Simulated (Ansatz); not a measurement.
Structures of equal composition on the (111) surface of fcc Au: a layer of In in place of the second plane; a layer of In in place of the third plane. The slabs share one bottom face, and each structure is named by its start. These are constructed structures in small cells; real faces may alloy, dewet or reconstruct in larger ones, and not all known structures of the face are among them. Slabs of about 12 Å with all that they carry, Fermi-Dirac smearing of 0.1 eV. Bottom of the slabs: a bare face, its two planes held. Relaxed from the named starts with such symmetry as they have, on meshes of like density; energies extrapolated to zero smearing; no spin-orbit coupling, no U. Spin-polarised runs, if any, are marked in brackets, and their order is one that fits the cell; the others ran without spin.

All values below come from PBE (plane waves to 420 eV, PAW; Ansatz, an electronic-structure program).

Question: Order them by energy per 1x1 cell (lowest first) at the level PBE.

Answer: a layer of In in place of the second plane (0.000 eV), a layer of In in place of the third plane (0.126 eV)
